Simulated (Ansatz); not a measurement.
MoSi2 (model structure, started from the C54 type, Fddd, No. 70, 6 atoms in the cell)

Calculation: r²SCAN (PAW; Ansatz, an electronic-structure program).

Numerical settings: plane-wave cutoff 560 eV, 16×16×16 k mesh, Fermi–Dirac smearing 0.05 eV, no spin polarisation, scalar-relativistic PAW data made under PBE.

Cell (relaxed at this level):

```yaml
crystal:
  lattice:
    - [0.00000, 3.99501, 4.36639]
    - [2.28792, 0.00000, 4.36639]
    - [2.28792, 3.99501, 0.00000]
  atoms:
    - { symbol: Si, position: [0.66385, 0.33615, 0.66385] }
    - { symbol: Si, position: [0.33615, 0.66385, 0.33615] }
    - { symbol: Si, position: [0.58615, 0.91385, 0.58615] }
    - { symbol: Si, position: [0.91385, 0.58615, 0.91385] }
    - { symbol: Mo, position: [0.00000, 0.00000, 0.00000] }
    - { symbol: Mo, position: [0.25000, 0.25000, 0.25000] }
```

bulk modulus: 214 GPa

Note: the run has no spin polarisation, so it can have missed a magnetic state; the bulk modulus is −V dP/dV from two relaxed cells at ±2 % in volume; the relaxation could raise the start's symmetry but not lower it, so the cell can be a saddle point.

Static lattice: no zero-point or thermal effects.

A model structure was made by putting elements into a prototype or built by hand; it is no filed structure, need not be a known phase, and can be a saddle point held by its symmetry.
